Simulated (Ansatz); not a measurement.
Cell and atoms of amorphous Si24O51Sc2:

```xyz
77
Lattice="10.0672 0.0849 0.3982 0.0849 10.3462 0.0356 0.3982 0.0356 11.0785" Properties=species:S:1:pos:R:3 pbc="T T T"
Si     3.0504     2.7864     5.8595
Si     0.4244     6.0589     6.2677
Si     6.9541     0.3166     7.7296
Si     8.0158     4.9792     5.1809
Si     0.8866     0.3996     1.0120
Si     2.9774    10.0965     2.9019
Si     5.7108     6.1751     3.6762
Si     5.3977     9.1363     3.8228
Si     7.6631     7.6571    10.9002
Si     0.5030     3.2635     7.2782
Si     3.9422     2.6714     2.8049
Si     2.3170     9.1988     8.6385
Si     8.4479     2.0781     6.0228
Si     7.7427     1.8839    10.4210
Si     9.3010     8.6057     1.8203
Si     9.1944     0.6688     3.5430
Si     6.2199     6.0944     7.4993
Si     3.6564     5.6646     6.0771
Si     6.6803     4.8233    10.3273
Si     0.8011     1.4115     9.5125
Si     8.5677     8.1252     8.0724
Si     4.0680     5.1857     1.2044
Si     6.5679     1.3368     2.3116
Si     3.4277    10.1520     5.8690
O      1.4332     2.9289     5.9832
O      3.0456     6.2427     0.5802
O      0.3335     7.3647     1.3074
O      3.4097     1.2027     2.3033
O      6.5733     1.2083     0.6620
O      2.4683    10.1864     4.4739
O      7.0317     1.4237     6.5340
O      5.1562     5.9350     2.1824
O      6.1601     7.7291     3.9619
O      2.8457     9.2023     7.0586
O      9.1211     9.4023     3.2780
O      8.2950     3.3777     5.0754
O      9.8772     9.8541     0.8513
O      7.8482     8.1666     1.2490
O      9.2029     2.4925     7.4132
O      4.6593     6.4702     7.1109
O      3.6835     4.0973     6.6031
O      5.3482     4.4435    11.1506
O      1.1402     0.0994     8.6312
O      8.0753     1.6168     2.8122
O      7.1668     7.4027     7.6339
O      3.3423     3.9188     1.9736
O      7.1475     5.3957     3.8611
O      1.1602     2.7659     8.6798
O      6.1887     5.2130     8.8436
O      3.4954     1.3298     6.4419
O      0.5044     1.1352     2.4196
O      8.3669     9.7081     7.6759
O      4.8786     9.6487     5.2844
O      6.9581     5.1532     6.4031
O      2.0857     9.6212     1.5791
O      6.2613    10.2902     3.0818
O      9.8784     7.5315     7.2848
O      8.7312     7.9902     9.6888
O      2.0630     6.1663     5.9396
O      4.4320     5.7739     4.6361
O      7.5369     6.0284    10.9886
O      4.0976     8.9199     2.8536
O      1.7419     7.8086     9.2232
O      1.6965     1.4550    10.9039
O     10.3036     4.9477     7.7776
O      7.6080     3.4815    10.2930
O      3.4422     9.5298     9.8244
O      9.2995     1.5259    10.3371
O      5.6561     9.8739     7.9523
O      9.4700     5.7467     5.4026
O      3.4789     2.8684     4.3209
O      6.2505     8.3992    10.6321
O      9.2314     0.9468     5.1373
O      6.9058     1.0862     9.2454
O      5.5789     2.5671     2.7148
Sc     5.3563     9.9081     9.8737
Sc     2.2596     7.7105    11.1615
```

Method: PBE, scalar-relativistic without spin-orbit coupling (plane waves to 420 eV, PAW; Ansatz, a program for electronic structure).

The cell was made by melting and quenching with the CHGNet potential and then relaxed with DFT. O atoms were pushed apart under 1.9 Å during the dynamics, to hinder bonds among them. The hot cell started wider than the set density and was brought back towards it in steps. It is the lowest in DFT energy of 2 quenches. It is a model cell: composition and starting density were chosen by hand, and all elements were melted together. No dispersion term was used. Its density started from a set value of 2.28 and ended at 2.28 g/cm³. Cooling (nominally 480 K/ps over its main leg) ran many orders faster than in experiment, which tends to leave more defects and strain. A cell of this size samples the disorder only roughly. The volume was held where the preparation left it and the shape relaxed, at a PBE pressure of 0.7 GPa. Stress components on the final sampling reach 0.7 GPa.

Cut-offs for bonds: Si-Si 2.60 Å, Si-O 1.90 Å, Si-Sc 2.93 Å, O-O 1.58 Å, O-Sc 2.60 Å, Sc-Sc 3.41 Å. Two cations that share two anions don't count as bonded, nor two that share one unless they lie closer than Si-Si 2.38 Å, Si-Sc 2.85 Å, Sc-Sc 3.32 Å.

Question: Give the coordination numbers, mean bond lengths and angles.

Answer: 
```yaml
Mean coordination of Si by anions: 4.00 (24 with 4)
Mean coordination of O: 2.06 (48 with 2, 3 with 3)
Mean coordination of Sc by anions: 4.50 (1 with 4, 1 with 5)
Mean Si-O bond: 1.636 Å (spread 0.021 Å, 96 counted)
Mean O-Sc bond: 2.116 Å (spread 0.239 Å, 9 counted)
Bond angle at Si: mean 109.4°, spread 4.9°
Bond angle at O: mean 133.3°, spread 17.1°
Bond angle at Sc: mean 104.7°, spread 22.7°
```

Question: Which atoms depart from the most common coordination of their element?

Answer: O55 has 3 (Si6 1.66 Å, Si5 1.67 Å, Sc77 2.47 Å); O67 has 3 (Si12 1.67 Å, Sc76 1.95 Å, Sc77 2.55 Å); O74 has 3 (Si14 1.65 Å, Si3 1.70 Å, Sc76 2.31 Å); Sc77 has 5 (O26 1.92 Å, O27 1.98 Å, O63 2.01 Å, O55 2.47 Å, O67 2.55 Å).

Question: List the pairs of like atoms that count as bonded by the rules above.

Answer: There are none by these rules.
